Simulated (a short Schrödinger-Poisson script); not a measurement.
Structure: symmetric double-gate stack, Si3N4 on p-type Ge(100), at 400 K.

| layer | material | thickness (nm) | Na (cm⁻³) |
|---|---|---|---|
| 1 | Si3N4 | 2.2 | - |
| 2 | Ge | 3 | 5e15 |
| 3 | Si3N4 | 2.2 | - |

The device is made up for the run: typed textbook-type constants, with dimensions and the other settings drawn at random. Si3N4: permittivity 7.5, conduction-band edge (eV) 1.9, gap (eV) 5.1, electron mass (mₑ) 0.5. Ge: permittivity 16, conduction-band edge (eV) 0, gap (eV) 0.664, Nv at 300 K (cm⁻³) 6e18.

Channel valleys (confinement mass, in-plane density-of-states mass, number): L4 0.12, 0.295, 4. At the gates, both at one voltage, the conduction-band edge of layer 1 lies 2.17 eV − eVg above the Fermi level of the channel. Gaps are held at their typed values at every temperature. Mesh 0.03 nm at interfaces.

Solved with a short Schrödinger-Poisson script written for these runs: 1D Poisson equation in equilibrium, electrons classical, Boltzmann, parabolic valleys, classical holes, full ionisation, no traps, pinning or gate leakage.

The same stack at other levels of the model or other numerical settings:

| run | sheet density of all electrons at Vg = 0.95 V (cm⁻²) | sheet density of all electrons at Vg = 0.35 V (cm⁻²) | capacitance of both gates at Vg = 0.95 V (μF/cm²) | gate voltage at 1e11 electrons/cm² (V) | rough cost against the base |
|---|---|---|---|---|---|
| base | 2.20e13 | 3.19e12 | 5.45 | 0.14 | about 1 |
| electrons treated as classical, Fermi-Dirac | 2.00e13 | 3.00e12 | 4.86 | 0.14 | 3 |
| electrons treated as quantum, Hartree | 1.07e13 | 7.05e9 | 4.47 | 0.44 | 6 |
| mesh six times as coarse | 2.17e13 | 3.13e12 | 5.36 | 0.14 | about 1 |

The classical rows ignore confinement, and Boltzmann statistics overrate the density once the band edge passes the Fermi level.

Only the L valleys are kept; under strong confinement the Δ valleys of Ge fill too.
